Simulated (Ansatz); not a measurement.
Ta₂O₅ (Pmmn, No. 59, 14 atoms in the cell; start mp-1539317), treated with r²SCAN in Ansatz (PAW).

Numerical settings: plane-wave cutoff 560 eV, 10×4×10 k mesh (along the axes of the cell as run), Fermi–Dirac smearing 0.01 eV, scalar-relativistic PAW data made under PBE.

Cell (relaxed at this level):

Ta2O5 has the orthorhombic space group Pmmn, origin choice 1 (No. 59), Pearson symbol oP14. Cell: a = 3.836 Å, b = 13.004 Å, c = 3.876 Å, α = β = γ = 90.00°. Ta on 4e has 5 O at 1.860–2.018 Å and 1 O at 2.201 Å. O1 on 4e has 2 Ta at 1.987 Å and 1 Ta at 2.201 Å. O2 on 4e sees 1 Ta at 1.860 Å and 1 Ta at 2.018 Å (linear). O3 on 2a sees 2 Ta at 1.900 Å (linear). (Neighbours: up to the widest gap in distance over summed covalent radii, below 1.35, at either atom; cation-cation and far metal-metal contacts left out.)

Problem. Predict the band gap and smallest direct gap on the k points sampled.

Solution. 
- band gap: 2.86 eV
- smallest direct gap on the k points sampled: 3.51 eV

Spin–orbit coupling is not included.

The computed numbers hold no vibrational or temperature effects.

A start named mp-… is a Materials Project structure, which need not be a measured phase.

Ansatz is a quantum-chemistry and plane-wave program.
